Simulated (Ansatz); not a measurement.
# A constructed model of the (111)B surface of zinc-blende BN, N-terminated, 2x2 Al adatom at H3 (bottom of the slab: 3 H on 4 bottom sites)

These are PBE (plane waves to 420 eV, PAW; Ansatz, a quantum-chemistry and plane-wave program) values and carry that method's errors.

Slab: 44 atoms, 11.5 Å thick at the start with caps and adatoms (thin: gaps and levels are the slab's own); k 5x5x1, smearing 0.025 eV, dipole-corrected; 8 atoms held, the rest relaxed; held to the start's symmetry, so lower structures may exist; no spin, no spin-orbit, no U. In PBE it is, or lies within 0.01 eV a 1x1 cell of, the lowest of the 2 structures of its composition computed so far; subsurface sites and larger cells were not tried.

```json
{
 "gap_of_the_slab_on_its_k_mesh": "0.79 eV",
 "highest_filled_level_below_the_top_vacuum_level": "3.90 eV",
 "energy_released_by_relaxation": "1.93 eV",
 "cost": "about 5 core-minutes (a rough figure)"
}
```
